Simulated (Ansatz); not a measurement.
The parent structure is Si in the diamond structure (space group Fd-3m, No. 227; a = 5.4443 Å). Axes: x, y, z lie along the cube axes.

Calculations: r2SCAN (Ansatz, a first-principles code; PAW; 500 eV plane waves; no spin-orbit coupling).

Strains are applied to the cell and any free atomic positions relax; under biaxial strain the out-of-plane vector relaxes too.

One change was made to it. Results:

```json
[
 {"quantity": "valley order (the lowest conduction-band minima on the path, energy above the VBM, named in the base's zone)", "base": "a point along ⟨100⟩, about 1.0 Å⁻¹ from Γ 0.78 eV; L along ⟨111⟩ 1.84 eV", "after": "a point along [010], about 1.0 Å⁻¹ from Γ 0.66 eV; L along [1-1-1] 1.79 eV; L along [111] 2.05 eV"},
 {"quantity": "pressure (mean of the normal stresses, compression positive)", "base": "0.00 GPa", "after": "2.00 GPa"},
 {"quantity": "smallest direct gap", "base": "2.74 eV", "after": "2.51 eV"}
]
```

Problem. Name the change that was made.
A) biaxial strain −1.25 %, plane normal [111], relaxed out of plane
B) biaxial strain −0.42 %, plane normal [111], relaxed out of plane
C) biaxial strain −2.08 %, plane normal [111], relaxed out of plane

Solution. A, biaxial strain −1.25 %, plane normal [111], relaxed out of plane. For comparison, the valley order in the other runs: biaxial strain −0.42 %, plane normal [111], relaxed out of plane gives a point along [010], about 1.0 Å⁻¹ from Γ 0.74 eV; L along [1-1-1] 1.83 eV; L along [111] 1.91 eV; biaxial strain −2.08 %, plane normal [111], relaxed out of plane gives a point along [010], about 1.0 Å⁻¹ from Γ 0.56 eV; L along [1-1-1] 1.74 eV.

Stability against distortions was not tested.
